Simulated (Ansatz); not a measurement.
## CsCl-type RuAl

All values below come from PBE-D4 (Ansatz, a program for electronic structure, PAW).

Run with plane-wave cutoff 520 eV, 18×18×18 k mesh, Fermi–Dirac smearing 0.05 eV, no spin polarisation, scalar-relativistic PAW data made under PBE.

Cell: relaxed at this level.

```json
{
  "equilibrium_volume_per_atom": "13.20 Å³/atom",
  "bulk modulus B0": "217 GPa",
  "lattice_constant_a": "2.978 Å",
  "band_gap": "zero (no gap)",
  "pressure derivative B′ of the bulk modulus": "4.4"
}
```

Measured, for comparison: lattice constant a 2.992 Å (temperature not stated, copied from a table, unchecked, no zero-point or thermal correction; as tabulated in Acta Metallurgica 41, 863 (1993)). Computed (rounded) less measured: lattice constant a not scored (unchecked). A static lattice is as a rule a little smaller and stiffer than an uncorrected measurement, which narrows the difference in the lattice constant a and would widen misses of the other sign.

Spin–orbit coupling is not included.

Cost on a shared machine: roughly 40 core-seconds.
